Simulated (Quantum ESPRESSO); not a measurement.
The steps of a band-structure calculation for NiS2 (R-3m, 3 atoms in the cell) with Quantum ESPRESSO.

Method of the run: LDA (PZ), PSlibrary PAW (LDA) pseudopotentials (plane waves; Quantum ESPRESSO).

Step 1 (scf):

```fortran
&control
  calculation = 'scf'
  prefix = 'NiS2'
  outdir = './tmp/'
  pseudo_dir = './'
  tprnfor = .true.
  tstress = .true.
/
&system
  ibrav = 0
  nat = 3
  ntyp = 2
  ecutwfc = 50
  ecutrho = 300
  occupations = 'fixed'
  nbnd = 15
/
&electrons
  conv_thr = 1.0d-10
/
ATOMIC_SPECIES
Ni    58.6934  Ni.pz-n-kjpaw_psl.1.0.0.UPF
S     32.0600  S.pz-n-kjpaw_psl.1.0.0.UPF
CELL_PARAMETERS bohr
   3.13077530     1.80755397    11.61391661
  -3.13077530     1.80755397    11.61391661
   0.00000000    -3.61510793    11.61391661
ATOMIC_POSITIONS crystal
Ni    0.00000000    0.00000000    0.00000000
S     0.60266300    0.60266300    0.60266300
S     0.39733700    0.39733700    0.39733700
K_POINTS automatic
4 4 4  0 0 0
```

Step 2 (bands):

```fortran
&control
  calculation = 'bands'
  prefix = 'NiS2'
  outdir = './tmp/'
  pseudo_dir = './'
  verbosity = 'high'
/
&system
  ibrav = 0
  nat = 3
  ntyp = 2
  ecutwfc = 50
  ecutrho = 300
  occupations = 'fixed'
  nbnd = 18
/
&electrons
  conv_thr = 1.0d-10
  startingwfc = 'random'
  diago_thr_init = 1.0d-6
  diagonalization = 'cg'
/
ATOMIC_SPECIES
Ni    58.6934  Ni.pz-n-kjpaw_psl.1.0.0.UPF
S     32.0600  S.pz-n-kjpaw_psl.1.0.0.UPF
CELL_PARAMETERS bohr
   3.13077530     1.80755397    11.61391661
  -3.13077530     1.80755397    11.61391661
   0.00000000    -3.61510793    11.61391661
ATOMIC_POSITIONS crystal
Ni    0.00000000    0.00000000    0.00000000
S     0.60266300    0.60266300    0.60266300
S     0.39733700    0.39733700    0.39733700
K_POINTS crystal_b
13
  0.00000000   0.00000000   0.00000000  11  ! G
  0.50000000   0.00000000   0.00000000   7  ! L
  0.50000000   0.18281523  -0.18281523   1  ! B1
  0.81718477   0.50000000   0.18281523  12  ! B
  0.50000000   0.50000000   0.50000000   5  ! Z
  0.00000000   0.00000000   0.00000000  13  ! G
  0.34140761   0.00000000  -0.34140761   1  ! X
  0.65859239   0.34140761   0.00000000   6  ! Q
  0.50000000   0.50000000   0.00000000   2  ! F
  0.65859239   0.65859239   0.18281523  10  ! P1
  0.50000000   0.50000000   0.50000000   1  ! Z
  0.50000000   0.00000000   0.00000000   3  ! L
  0.81718477   0.34140761   0.34140761   1  ! P
```

Step 3 (bands.x):

```fortran
&bands
  prefix = 'NiS2'
  outdir = './tmp/'
  filband = 'bands.dat'
  lsym = .false.
/
```

Output of bands (abridged):

```
     file Ni.pz-n-kjpaw_psl.1.0.0.UPF: wavefunction(s)  4S 3D renormalized
     file S.pz-n-kjpaw_psl.1.0.0.UPF: wavefunction(s)  3S 3P renormalized

     Atomic positions and unit cell read from directory:
     ./tmp/NiS2.save/

     Message from routine setup:
     using ibrav=0 with symmetry is DISCOURAGED, use correct ibrav instead
     G-vector sticks info
     --------------------
   [... lines left out ...]
     unit-cell volume          =     394.3421 (a.u.)^3
   [... lines left out ...]
         3        S      tau(   3) = (  0.3973370  0.3973370  0.3973370  )

     number of k points=    73
                       cart. coord. in units 2pi/alat
        k(    1) = (   0.0000000   0.0000000   0.0000000), wk =   0.0273973
        k(    2) = (   0.0882990   0.0509795   0.0158686), wk =   0.0273973
        k(    3) = (   0.1765981   0.1019589   0.0317371), wk =   0.0273973
   [... 70 lines left out ...]

     Dense  grid:    34661 G-vectors     FFT dimensions: (  72,  72,  72)

     Smooth grid:    18857 G-vectors     FFT dimensions: (  60,  60,  60)

     The potential is recalculated from file :
     ./tmp/NiS2.save/charge-density

     Band Structure Calculation
     CG style diagonalization

     ethr =  1.00E-06,  avg # of iterations = 55.0

     End of band structure calculation

          k = 0.0000 0.0000 0.0000 (  2337 PWs)   bands (ev):

    -9.3867  -6.9221  -0.0370   0.9690   0.9690   2.9204   2.9204   3.8805
     5.2416   5.5030   5.5030   7.3928   7.3928  11.4946  11.6911  13.8577
    13.8578  14.4802

          k = 0.0883 0.0510 0.0159 (  2330 PWs)   bands (ev):

    -9.3588  -6.9115  -0.0100   0.9418   0.9788   2.8941   2.9054   3.8614
     5.2724   5.3924   5.4792   7.2683   7.3704  11.5745  11.8452  13.7402
    13.9488  14.6124

   [... 71 blocks of this kind left out ...]
```

Output of bands.x (abridged):

```
     Reading xml data from directory:

     ./tmp/NiS2.save/
     file Ni.pz-n-kjpaw_psl.1.0.0.UPF: wavefunction(s)  4S 3D renormalized
     file S.pz-n-kjpaw_psl.1.0.0.UPF: wavefunction(s)  3S 3P renormalized

     G-vector sticks info
     --------------------
     sticks:   dense  smooth     PW     G-vecs:    dense   smooth      PW
     Sum        1765    1171    351                34661    18857    3143

     Reading collected, re-writing distributed wavefunctions
     high-symmetry point:  0.0000 0.0000 0.0000   x coordinate   0.0000
     high-symmetry point:  0.9713 0.5608 0.1746   x coordinate   1.1351
     high-symmetry point:  0.6162 1.1759 0.1746   x coordinate   1.8453
     high-symmetry point:  0.6162 1.0672 0.5237   x coordinate   2.2109
     high-symmetry point:  0.0000 0.0000 0.5237   x coordinate   3.4433
     high-symmetry point:  0.0000 0.0000 0.0000   x coordinate   3.9669
   [... 2 lines left out ...]
     high-symmetry point:  0.0000 1.1215 0.3491   x coordinate   6.2628
     high-symmetry point:  0.0000 1.0672 0.5237   x coordinate   6.4456
     high-symmetry point:  0.0000 0.0000 0.5237   x coordinate   7.5128
     high-symmetry point:  0.9713 0.5608 0.1746   x coordinate   7.5128
     high-symmetry point:  0.9242 0.5336 0.5237   x coordinate   7.8662

     Plottable bands (eV) written to file bands.dat.gnu
     Bands written to file bands.dat

   JOB DONE.
```

The gap along the path is 0.23 eV.

The starting cell comes from a database of computed structures (which also holds hypothetical and non-ambient phases and stackings), without a prior relaxation at this level. Its lattice was rescaled by a random factor within 2.5 % of one. Spin polarisation is off, so a magnetic state, if there is one, cannot be reached.
